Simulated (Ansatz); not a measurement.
Hypothetical P6_3/mmc SnS2: point defects

Consider a 12-atom supercell of SnS2 in the 2H-MoS2 type structure (space group P6_3/mmc, No. 194; a = 3.5888 Å, c = 11.8889 Å; a hypothetical phase, not in the database extracts checked; layered, stacked along the Cartesian z axis) at its relaxed geometry.

One neutral defect a cell, atoms relaxed at fixed cell.

Calculations: DFT with PBE-D3(BJ), PAW potentials and a 420 eV plane-wave cutoff in Ansatz (a first-principles code), no spin-orbit coupling.

```csv
change,pressure,largest displacement of a host atom from its site in the perfect cell
perfect supercell,0.0 GPa,–
"Sn on a S site (antisite), symmetric start",4.0 GPa,1.21 Å
Sn interstitial (started 2.48 Å from the nearest host atom),[?],[?]
"Pb on a S site, symmetric start",4.3 GPa,1.16 Å
```

Q: Complete the table.

A: 
- Sn interstitial (started 2.48 Å from the nearest host atom), pressure: 6.6 GPa
- Sn interstitial (started 2.48 Å from the nearest host atom), largest displacement of a host atom from its site in the perfect cell: 0.47 Å

In so small a cell the defect repeats every few ångströms: this is an ordered compound, not a dilute defect. Defects with a symmetric start kept the site's symmetry and may sit on a saddle; the others started slightly shaken. All final runs are without spin polarisation.
